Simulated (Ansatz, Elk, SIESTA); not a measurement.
**One structure in several programs: a sheet of PtSe2 (3 atoms in the cell)**

Self-consistent single point.

```xyz
3
Lattice="3.6193 0.0000 0.0000 -1.8096 3.1344 0.0000 0.0000 0.0000 16.9820" Properties=species:S:1:pos:R:3 pbc="T T T"
Pt     0.0000     0.0000     8.4910
Se     0.0000     2.0896     9.9820
Se     1.8096     1.0448     7.0000
```

Shared settings, as Ansatz (an electronic-structure program) writes them: kpoints.mp_grid.grid = 9 9 1; magnetization.spin_orbit = true; scf.occupations.method = gaussian; scf.occupations.width = 0.01 Ry. Potentials and cutoffs stand in the table.

```json
[
 {"code": "Elk", "model": "PBE, spin-orbit coupling in second variation, all-electron FP-LAPW, Elk's shipped species files, LAPW+lo basis", "largest force (eV/Å)": "–", "gap on the mesh (eV)": "0.646", "cutoff": "rgkmax 7.5"},
 {"code": "SIESTA", "model": "GGA PBE with spin-orbit coupling, numerical atomic orbitals DZP, PseudoDojo PBE fully relativistic norm-conserving potentials (rewritten from UPF to PSML)", "largest force (eV/Å)": "0.687", "gap on the mesh (eV)": "0.695", "cutoff": "grid 300 Ry"},
 {"code": "Ansatz", "model": "PBE with spin-orbit coupling, default PAW files", "largest force (eV/Å)": "1.140", "gap on the mesh (eV)": "–", "cutoff": "default"}
]
```

A dash marks a value that a program does not give, or that is left out as unsure.

No gap is tabulated for Ansatz: it is not read from that output, or partly filled or unconverged empty levels leave it unsure.

Gaps are read on the mesh.

The spread over the programs that give each value: largest force within 0.453 eV/Å; gap on the mesh within 0.049 eV.

SIESTA uses small atom-centred bases, whose incompleteness enters pressures, forces and empty levels differently from a plane-wave cutoff. Elk treats all electrons, but the usual bases taken here (sphere radii, linearisation, local orbitals, empty states) were not tested for convergence, so the values are no reference for the others.

The starting cell was generated: these elements placed on a structure prototype, without a prior relaxation; it need not be a known phase or ordering of this composition. Its lattice was rescaled in the plane by a random factor within 2.5 % of one.

Left out of this page: FLEUR (with a known weakness of the program).

Keys are those of Ansatz 0.2.
